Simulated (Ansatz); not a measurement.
# SiC with two functionals, biaxial strain −4.49 %, plane normal [001], relaxed out of plane

Consider SiC (space group P6_3mc, No. 186; a = 3.0941 Å, c = 10.1292 Å). Axes: x lies along a and z along c of the hexagonal cell.

(Cell as relaxed with PBE.)

Levels (all Ansatz, a quantum-chemistry and plane-wave program, PAW, earlier PAW set): PBE (420 eV, spin-orbit coupling left out); r2SCAN (500 eV, no spin-orbit coupling).

Each level relaxes its own structure.

```
base                      PBE    r2SCAN
-------------------  --------  --------
volume per atom      10.50 Å³  10.33 Å³
lattice parameter a   3.094 Å   3.078 Å
band gap              2.22 eV   2.60 eV
```

Now apply this change: biaxial strain −4.49 %, plane normal [001], relaxed out of plane (Cartesian); in-plane vectors clamped, the third vector and the atoms free.

```json
[
 {"quantity": "valence-band top at Γ (three highest levels, from the VBM)", "PBE": "0.00, 0.00, -0.49 eV", "r2SCAN": "[?]"},
 {"quantity": "volume per atom", "PBE": "9.67 Å³", "r2SCAN": "[?]"},
 {"quantity": "pressure (mean of the normal stresses, compression positive)", "PBE": "20.90 GPa", "r2SCAN": "[?]"},
 {"quantity": "smallest direct gap", "PBE": "3.08 eV", "r2SCAN": "[?]"}
]
```

Problem. What does r2SCAN give?

Solution. 
- valence-band top at Γ (three highest levels, from the VBM), r2SCAN: 0.00, 0.00, -0.51 eV
- volume per atom, r2SCAN: 9.51 Å³
- pressure (mean of the normal stresses, compression positive), r2SCAN: 22.58 GPa
- smallest direct gap, r2SCAN: 3.52 eV

PBE's volume per atom lies 0.16 Å³ above r2SCAN's (1.7 %); PBE's pressure lies 1.68 GPa below r2SCAN's; PBE's smallest direct gap lies 0.448 eV below r2SCAN's. Neither level is exact; r2SCAN is the comparison here, not a measurement.

No phonon test of stability was made.
